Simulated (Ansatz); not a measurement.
## Response to strain in PbS

The reference is PbS in the rock salt structure (space group Fm-3m, No. 225; a = 5.8450 Å).

Strains are applied to the cell and any free atomic positions relax.

Computed with LDA in Ansatz (plane waves to 420 eV, PAW, spin-orbit coupling left out).

Computed cases, in order: isotropic strain −0.50 %; the unstrained base; isotropic strain +1.50 %; isotropic strain +2.00 %; isotropic strain +2.50 %; isotropic strain +3.00 %.

### Question
Between which two neighbouring cases does the band gap open or close?

### Answer
Between isotropic strain −0.50 % (zero) and the unstrained base (0.06 eV). The whole series: isotropic strain −0.50 %: zero; the unstrained base: 0.06 eV; isotropic strain +1.50 %: 0.23 eV; isotropic strain +2.00 %: 0.28 eV; isotropic strain +2.50 %: 0.33 eV; isotropic strain +3.00 %: 0.38 eV.

With Pb present, leaving out spin-orbit coupling can change the band edges. Stability against distortions was not tested. All final runs are without spin polarisation. The zero or small gap of PbS can change with the level of theory.

Ansatz is an electronic-structure program.
